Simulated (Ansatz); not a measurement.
The reference is Mo in the bcc (W type) structure (space group Im-3m, No. 229; a = 3.151 Å). Axes: x, y, z lie along the cube axes.

Method: r2SCAN (Ansatz, a first-principles code, PAW, no SOC).

Strains are applied to the cell and any free atomic positions relax; under biaxial strain the out-of-plane vector relaxes too.

One change was made to it. Results:

The energy grows by 71 meV/atom; the pressure (mean of the normal stresses, compression positive) goes from zero to -13.2 GPa.

Name the change that was made.
(A) biaxial strain −3.71 %, plane normal [001], relaxed out of plane
(B) isotropic strain −5.29 %
(C) isotropic strain +0.18 %
(D) uniaxial strain ε_zz = −0.75 %
(E) uniaxial strain ε_zz = +5.83 %

E, uniaxial strain ε_zz = +5.83 %. For comparison, the energy relative to the base in the other runs: isotropic strain −5.29 % gives +0.397 eV/atom; biaxial strain −3.71 %, plane normal [001], relaxed out of plane gives +78 meV/atom; isotropic strain +0.18 % gives +0.4 meV/atom; uniaxial strain ε_zz = −0.75 % gives +1.3 meV/atom.

Without a gap, meshes like the base's 21×21×21 leave anisotropic stresses uncertain by several tenths of a GPa, and small strain energies with them. No phonon test of stability was made. All final runs are without spin polarisation.
